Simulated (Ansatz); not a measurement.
```yaml
crystal:
  lattice:
    - [0.01743, 2.02691, 2.02691]
    - [2.02691, 0.01743, 2.02691]
    - [2.04434, 2.04434, 0.00000]
  atoms:
    - { symbol: Ag, position: [0.00000, 0.00000, 0.00000] }
```

No spin polarisation.

Level of theory: PBEsol (Ansatz, a quantum-chemistry and plane-wave program), spin-orbit coupling left out. Settings: 28×28×28 k-points, 0.1 eV Fermi–Dirac smearing.

### Question
Estimate the stress (xx, yy, zz, yz, xz, xy; compression positive).

### Answer
(0.1, 0.1, 0.0, 0.0, 0.0, -1.0) GPa.

### Question
Predict the band gap.

### Answer
Zero.

### Question
Estimate the space group.

### Answer
Immm (No. 71).

The cells carry an imposed strain or load. Whether these cells are dynamically stable was not tested. The cell was made from Ag in the fcc (Cu type) structure (space group Fm-3m, No. 225) by this change: tensor shear ε_xy = +0.86 %.
